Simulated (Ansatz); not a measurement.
The starting structures come from a database of crystals and need not be the phases stable at ambient conditions.

 Where the default PAW files enter, the runs use the earlier of Ansatz's two default sets.

By PBEsol, the system below comes out a metal.

A figure of merit of an interconnect metal is its ballistic conductance per area.

Given:

```xyz
16
Lattice="5.1478 0.0000 0.0000 0.0000 10.1992 0.0000 2.5739 -5.0996 5.0996" Properties=species:S:1:pos:R:3 pbc="T T T"
Ti     1.0820     9.1065     0.8593
Ti     6.6397     4.2403     4.0069
Ti     3.6559    -4.0069     4.2403
Ti     4.0658     0.8593     1.0927
Ti     5.0527    -0.2849     3.6256
Ti     2.6690     1.4740     4.8148
Ti     2.4788     5.3845     1.4740
Ti     5.2430     3.6256     0.2849
Ti     3.8979     7.9890     1.8782
Ti     3.8238     3.2214     2.8893
Ti     6.4719    -2.8893     3.2214
Ti     1.2499     1.8782     2.2103
Ge     2.4524    -0.3726     2.9732
Ge     5.2693     2.1264     4.7270
Ge     5.0263     5.4722     2.1264
Ge     2.6954     2.9732     0.3726
```

Space group of this cell: I-4. The cell is taken as given; by PBEsol its mean pressure is -3.5 GPa.

The current flows along the normal of the first two printed cell vectors, the (100) plane of the conventional cell. No spin-orbit coupling; the value is a mean over 0.1 eV about the Fermi level.

### Question
Estimate the ballistic conductance per area that PBEsol in Ansatz (an electronic-structure program) returns for this system.

### Answer
0.26 × 10¹⁵ S/m² for both spins.
